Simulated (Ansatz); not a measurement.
The starting structures come from a database of crystals and need not be the phases stable at ambient conditions.

By PBEsol, the system below comes out a metal.

Data:

```
PtGe2
1.0
    2.98876     0.00000     0.00000
    0.00000     6.22163     0.00000
    0.00000     0.00000     5.74112
Ge Pt
4 2
Cartesian
  0.00000   2.32191   4.76737
  0.00000   3.89972   0.97375
  1.49438   0.78890   1.89681
  1.49438   5.43273   3.84431
  0.00000   0.00000   0.00000
  1.49438   3.11082   2.87056
```

The cell is taken as given; by PBEsol it stands under a pressure of -1.8 GPa.

The current flows along the normal of the first two printed cell vectors. No spin-orbit coupling; the value is a mean over 0.1 eV about the Fermi level.

Task: State the ballistic conductance per area according to PBEsol in Ansatz (a first-principles code).

Result: 0.45 × 10¹⁵ S/m² for both spins.
